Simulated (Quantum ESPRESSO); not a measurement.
Quantum ESPRESSO is run on Ni21Sn2P6 (Fm-3m, 29 atoms in the cell), and the run fails. The aim is a self-consistent single point with DFT, PBEsol, plane waves, PSlibrary ultrasoft (PBE) pseudopotentials.

Cell that was meant: a = 7.8510 Å, b = 7.8510 Å, c = 7.8510 Å, α = 60.00°, β = 60.00°, γ = 60.00°.

Part of the input:

```fortran
P     0.261900000    0.738100000    0.738100000
P     0.738100000    0.261900000    0.261900000
P     0.261900000    0.261900000    0.738100000
P1     0.738100000    0.738100000    0.261900000
K_POINTS {automatic}
3 3 3  0 0 0
CELL_PARAMETERS {angstrom}
```

Output (repeated stretches shortened):

```
     This program is part of the open-source Quantum ESPRESSO suite
     for quantum simulation of materials; please cite

 %%%%%%%%%%%%%%%%%%%%%%%%%%%%%%%%%%%%%%%%%%%%%%%%%%%%%%%%%%%%%%%%%%%%%%%%%%%%%%
     Error in routine read_cards (29):
     species P1 in ATOMIC_POSITIONS is nonexistent
 %%%%%%%%%%%%%%%%%%%%%%%%%%%%%%%%%%%%%%%%%%%%%%%%%%%%%%%%%%%%%%%%%%%%%%%%%%%%%%

     stopping ...
```

Problem. Read the log: what does the program object to, and what is the fix?

Solution. The fault is an atom label that is not in the list of species. Labels in the positions must match the species card. To fix it, correct the label. The program stopped before any SCF iteration.

An input that runs soundly differs in these lines (not the only fix; some lines may just follow from the change or write a value another way):
```diff
-P1     0.738100000    0.738100000    0.261900000
+P     0.738100000    0.738100000    0.261900000
```

With that input, the run converged in 21 iterations: free energy E − TS -34202.4807 eV; Fermi level (on the code's own zero) 13.89 eV; pressure -6.11 GPa; largest force (vector length) 0.096 eV/Å (DFT, PBEsol, plane waves, PSlibrary ultrasoft (PBE) pseudopotentials).

On the sound input: the starting cell comes from a database of computed structures (which also holds hypothetical and non-ambient phases and stackings), without a prior relaxation at this level. Spin polarisation is off, so a magnetic state, if there is one, cannot be reached. With a pressure of about -6 GPa the cell is away from its equilibrium volume at this level.
